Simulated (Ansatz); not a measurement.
Base system: Ga2O3 in the corundum structure (space group R-3c, No. 167; a = 4.9499 Å, c = 13.3058 Å (hexagonal axes)). Axes: x lies along a and z along c of the hexagonal cell.

Calculations: LDA in Ansatz (plane waves to 420 eV, PAW, scalar-relativistic without spin-orbit coupling).

For the base:

```
Item                                    Value
-----------------------------  --------------
Width of the top valence band         0.47 eV
Electron mass                  0.24 mₑ (at Γ)
```

It is then changed as follows: compressive biaxial strain of 0.75 % in the plane normal to [001], as in epitaxy on a mismatched substrate; the out-of-plane cell vector and the atoms relax.

Q: How does this affect the width of the top valence band, in-plane stress and electron mass?

A: The width of the top valence band is nearly the same (0.47 eV against 0.45 eV); the mean in-plane stress (compression positive) comes out as +3.8 GPa; the electron mass goes from 0.24 mₑ (at Γ) to 0.25 mₑ (at Γ).

The levels and masses belong to the bands next to the band gap. Masses are band curvatures over ±0.01 Å⁻¹ around the edge. No phonon test of stability was made.

Ansatz is a first-principles code.
